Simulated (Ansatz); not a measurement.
Candidates: CsCl-type CuZn, L1₂ (Cu3Au-type) Al₃Sc, fluorite PtAl₂, L1₂ (Cu3Au-type) Cu₃Au, L1₂ (Cu3Au-type) Pt₃Ti, B20 (FeSi-type) FeGe. Level: PBE in Ansatz (plane waves, PAW).

Ansatz's runs of these crystals have no spin polarisation, but for B20 (FeSi-type) FeGe.

Density-functional runs with spin start from parallel moments for B20 (FeSi-type) FeGe.

Spin–orbit coupling is left out, also for the solids with elements from indium on (fluorite PtAl2, L1₂ (Cu3Au-type) Cu3Au, L1₂ (Cu3Au-type) Pt3Ti); its size isn't shown.

Ansatz's density-functional and Hartree–Fock values are scalar-relativistic unless marked +SOC, with PAW data made under PBE.

Task: Which of them have a computed lattice parameter a between 4 and 5.3 Å?

Result: L1₂ (Cu3Au-type) Al₃Sc, B20 (FeSi-type) FeGe. The values: CsCl-type CuZn 2.964 Å; L1₂ (Cu3Au-type) Al₃Sc 4.106 Å; fluorite PtAl₂ 5.946 Å; L1₂ (Cu3Au-type) Cu₃Au 3.780 Å; L1₂ (Cu3Au-type) Pt₃Ti 3.948 Å; B20 (FeSi-type) FeGe 4.664 Å.

Ansatz is a quantum-chemistry and plane-wave program.
